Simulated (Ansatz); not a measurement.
Candidates (primitive cells; geometry: cell and atoms relaxed with r2SCAN):
A. InP (F-43m), a = 4.1770 Å, b = 4.1770 Å, c = 4.1770 Å, α = 60.00°, β = 60.00°, γ = 60.00°
B. ZnS (F-43m), a = b = c = 3.8115 Å, α = β = γ = 60.00°
C. BP (F-43m), a = 3.208 Å, b = 3.208 Å, c = 3.208 Å, α = 60.00°, β = 60.00°, γ = 60.00°

### Question
Order them by hole conductivity mass (lowest first) at the level Ansatz (a quantum-chemistry and plane-wave program) with r2SCAN with spin-orbit coupling, rigid bands.

### Answer
C (0.40 mₑ), A (0.57 mₑ), B (0.87 mₑ)

Masses are for dilute carriers at 300 K, harmonic means over directions unless an axis is named.
